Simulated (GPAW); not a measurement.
GPAW run on FePt (P4/mmm, 2 atoms in the cell): self-consistent single point.

Method: PBE, GPAW PAW datasets PBE (gpaw-data 1.0.1) (plane waves; GPAW).

The change in words: lattice scaled by 0.98. Reference geometry:
```yaml
crystal:
  lattice:
    - [2.79374, 0.00000, 0.00000]
    - [0.00000, 2.79374, 0.00000]
    - [0.00000, 0.00000, 3.82743]
  atoms:
    - { symbol: Fe, position: [0.00000, 0.00000, 0.00000], spin: 4.0 }
    - { symbol: Pt, position: [0.50000, 0.50000, 0.50000], spin: 1.0 }
```
(The spins are starting values, not results.)

Reference input (self-consistent single point, DFT PBE, plane waves, GPAW PAW datasets PBE (gpaw-data 1.0.1)): spinpol = true; mode = pw; ecut = 800 eV; xc = PBE; kpts = 12 12 9; mesh shift (steps) = 0 0 0; occupations.name = fermi-dirac; occupations.width = 0.136 eV; nbands = -8; symmetry.symmorphic = false; symmetry.tolerance = 0.0005; maxiter = 120. This run's input differs from it in these lines:

```diff
@@ -5,5 +5,5 @@
 atoms = Atoms(['Fe', 'Pt'],
-              cell=[[2.793745, 0.000000, 0.000000],
-                    [0.000000, 2.793745, 0.000000],
-                    [0.000000, 0.000000, 3.827430]],
+              cell=[[2.737870, 0.000000, 0.000000],
+                    [0.000000, 2.737870, 0.000000],
+                    [0.000000, 0.000000, 3.750881]],
               scaled_positions=[[0.000000, 0.000000, 0.000000],
```

The program printed (abridged):

```
     iter     time        total  log10-change:  magmom
                         energy   eigst   dens
iter:   1 --:--:--   -23.968430                   +5.0024
iter:   2 --:--:--   -18.376209   -1.17  -0.97    +2.4575
iter:   3 --:--:--   -16.587586   -1.62  -1.14    +1.8205
iter:   4 --:--:--   -16.453575   -1.68  -1.30    +2.0170
iter:   5 --:--:--   -15.652649   -1.81  -1.43    +1.9866
   [... 4 lines left out ...]
iter:  10 --:--:--   -16.012688   -3.17  -2.07    +3.5428
iter:  11 --:--:--   -15.960671   -3.62  -1.97    +3.4642
iter:  12 --:--:--   -15.949862   -4.23  -2.17    +3.5218
   [... lines left out ...]
iter:  16 --:--:--   -15.937502c  -4.89  -2.92    +3.3390
iter:  17 --:--:--   -15.937596c  -6.34  -3.09    +3.3370
iter:  18 --:--:--   -15.937487c  -6.22  -3.06    +3.3307
   [... 8 lines left out ...]
iter:  27 --:--:--   -15.936945c  -5.81  -3.78    +3.3165
iter:  28 --:--:--   -15.936920c  -6.72  -3.62    +3.3113
iter:  29 --:--:--   -15.936884c  -5.99  -3.49    +3.3066
iter:  30 --:--:--   -15.936922c  -7.32  -3.99    +3.3094
iter:  31 --:--:--   -15.936984c  -7.03  -4.31c   +3.3150
iter:  32 --:--:--   -15.936943c  -6.95  -4.28c   +3.3145
iter:  33 --:--:--   -15.936952c  -8.36c -4.41c   +3.3152
Converged after 33 iterations.

Dipole moment: (-0.000000, -0.000000, -0.000000) |e|*Ang

Total magnetic moment: (0.000000, 0.000000, 3.315208)
Local magnetic moments:
   0 Fe ( 0.000000,  0.000000,  2.928947)
   1 Pt ( 0.000000,  0.000000,  0.372403)

Energy contributions relative to reference atoms: (reference = -534994.817367)

Kinetic:         +1.937365
Potential:       -2.846468
External:        +0.000000
XC:             -14.554559
Entropy (-ST):   -0.092790
Local:           -0.426895
SIC:             +0.000000
--------------------------
Free energy:    -15.983347
Extrapolated:   -15.936952

Spin contamination: 0.105537 electrons
Showing only first 2 kpts
                      Up                     Down
 Kpt  Band  Eigenvalues  Occupancy  Eigenvalues  Occupancy
  0    10      8.72789    1.00000     11.26684    0.01401
   [... lines left out ...]

Fermi level: 10.68832

No gap
No difference between direct/indirect transitions
Energy (eV): -15.936952

Forces in eV/Ang:
  0 Fe    0.00000    0.00000    0.00000
  1 Pt   -0.00000   -0.00000    0.00000

Stress tensor:
     0.000180     0.000000     0.000000
     0.000000     0.000180     0.000000
     0.000000     0.000000    -0.003637
Stress (GPa, Voigt): [ 0.0288  0.0288 -0.5827  0.      0.      0.    ]
```

The run converged in 33 iterations. GPAW prints stress with tension positive. Against the reference run the free energy goes down by 27.5 meV/atom, the pressure goes from -10.23 to 0.18 GPa and the size of the net moment goes from 1.71 to 1.66 μB/atom.

The starting cell comes from a database of computed structures (which also holds hypothetical and non-ambient phases and stackings), without a prior relaxation at this level. Its lattice was rescaled by a random factor within 2.5 % of one. For this run, on top of that: lattice scaled by 0.98. The magnetic order is the one reached from the typed start; others were not searched systematically.

Cost on one core of a shared machine: roughly 5 min.
